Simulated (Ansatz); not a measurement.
Start from BAs in the zinc blende structure (space group F-43m, No. 216; a = 4.732 Å). Axes: x, y, z lie along the cube axes.

Computed with Ansatz (an electronic-structure program) LDA, no SOC.

Modification: the cell is compressed by 1.00 % along z with no lateral relaxation; the atoms relax in the strained cell.

Predict the stress tensor and what it implies for the stiffness.

Stress of the strained cell less that of the base (GPa, compression positive):
```
   0.80    0.00    0.00
   0.00    0.80    0.00
   0.00    0.00    2.93
```

Then −Δσ_ii/ε with ε = -0.0100 gives relaxed-ion elastic constants: C33 ≈ 293 GPa, C13 ≈ 80 GPa and C23 ≈ 80 GPa.

Stability against distortions was not tested.
